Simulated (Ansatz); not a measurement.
The starting structures come from a database of crystals and need not be the phases stable at ambient conditions.

Given:

```
BiInO3
1.0
    5.71046     0.00000     0.00000
    0.00000     8.41845     0.00000
    0.00000     0.00000     6.05482
In Bi O
4 4 12
Cartesian
  0.00280   4.33719   3.03092
  5.70766   0.12796   3.02390
  2.85803   0.12796   6.05131
  2.85243   4.33719   0.00351
  0.00959   6.67608   5.68445
  5.70087   2.46686   0.37037
  2.86482   2.46686   3.39778
  2.84564   6.67608   2.65704
  1.12941   3.66135   4.80105
  4.58105   7.87058   1.25377
  3.98464   7.87058   4.28118
  1.72582   3.66135   1.77364
  5.04639   2.16868   2.71940
  0.66407   6.37790   3.33542
  2.19116   6.37790   0.30801
  3.51930   2.16868   5.74681
  4.80153   4.45285   0.98021
  0.90893   0.24363   5.07461
  1.94630   0.24363   2.04720
  3.76416   4.45285   4.00762
```

Space group of this cell: Pna2_1. The cell is taken as given; by r2SCAN its mean pressure is -5.2 GPa.

Transport runs along the normal of the first two printed cell vectors.

The gap is the functional's own. No spin-orbit coupling. Mid-gap values are interpolated on the energy grid.

**Question.** Compute, with r2SCAN run with Ansatz (a quantum-chemistry and plane-wave program), the band gap and the smallest decay constant κ at mid-gap.

**Answer.** Gap 3.25 eV on a 6×4×6 mesh; κ = 0.343 1/Å, at the zone centre.
